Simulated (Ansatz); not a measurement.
## What pressure 9 GPa does to La2O3

Consider La2O3 (space group P-3m1, No. 164; a = 3.940 Å, c = 6.188 Å).

One thing is altered: cell and atoms relaxed at a pressure of 9 GPa.

Computed with Ansatz (a quantum-chemistry and plane-wave program), PBE, PAW, cutoff 420 eV, without spin-orbit coupling. k-mesh 10×10×6 (Γ-centred); smearing 0.05 eV (Fermi–Dirac).

```json
[
 {"quantity": "volume per atom", "base": "16.64 Å³", "changed": "15.48 Å³", "shift": "-1.16 Å³"},
 {"quantity": "lattice parameter a", "base": "3.940 Å", "changed": "3.891 Å", "shift": "-0.0498 Å"},
 {"quantity": "c/a ratio", "base": "1.570", "changed": "1.517", "shift": "-0.053"},
 {"quantity": "shortest interatomic distance", "base": "2.370 Å", "changed": "2.337 Å", "shift": "-0.033 Å"},
 {"quantity": "enthalpy H = E + PV relative to the base's energy", "base": "–", "changed": "+0.90 eV/atom", "shift": "–"},
 {"quantity": "band gap", "base": "3.83 eV", "changed": "3.87 eV", "shift": "+0.035 eV"},
 {"quantity": "gap character", "base": "indirect, L → M", "changed": "indirect, L → K", "shift": "–"},
 {"quantity": "electron mass", "base": "–", "changed": "1.3 mₑ along c, 1.5 mₑ across (at K)", "shift": "–"}
]
```

Final structure:

```xyz
5
Lattice="3.8905 0.0000 0.0000 -1.9453 3.3693 0.0000 0.0000 0.0000 5.9038" Properties=species:S:1:pos:R:3 pbc="T T T"
La     0.0000     2.2462     1.4280
La     1.9453     1.1231     4.4758
O      0.0000     0.0000     0.0000
O      0.0000     2.2462     3.8296
O      1.9453     1.1231     2.0743
```

Load acts through the strain it causes; cell and atoms are relaxed under it. Masses are band curvatures over ±0.01 Å⁻¹ around the edge. No phonon test of stability was made. No other phases were tried under pressure.
